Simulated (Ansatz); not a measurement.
The structure below was relaxed with PBEsol, PAW, 420 eV (Ansatz, a program for electronic structure; without spin-orbit coupling).

```
CELL_PARAMETERS angstrom
      4.17755     0.00000     0.00000
      0.00000     4.17755     0.00000
      0.00000     0.00000     4.17755
ATOMIC_POSITIONS crystal
  Cu 0.75000 0.75000 0.75000
  Cu 0.75000 0.25000 0.25000
  Cu 0.25000 0.75000 0.25000
  Cu 0.25000 0.25000 0.75000
  N  0.00000 0.00000 0.00000
  N  0.50000 0.50000 0.50000
```

Question: Find the space group and the Wyckoff positions.

Answer: Space group Pn-3m, origin choice 1 (No. 224); a = b = c = 4.1775 Å, α = β = γ = 90.00°

```
atom  site  symmetry       x       y       z
----  ----  --------  ------  ------  ------
Cu      4c      .-3m  0.7500  0.7500  0.7500
N       2a      -43m  0.0000  0.0000  0.0000
```

Question: Describe the coordination.

Answer: The crystal has 6 atoms in its conventional cell. Cell: a = b = c = 4.178 Å, α = β = γ = 90.00°. Cu is surrounded by 2 N at 1.809 Å (linear). N is surrounded by 4 Cu at 1.809 Å (tetrahedral). (Neighbours: up to the widest gap in distance over summed covalent radii, below 1.35, at either atom; cation-cation and far metal-metal contacts left out.)

No phonon test of stability was made. The final runs are not spin-polarised. The cell was made from Cu2O by this change: O → N; the result is a hypothetical phase, not in the database extracts checked. Cu2N has a high density of states at the Fermi level and may be magnetic at this level.
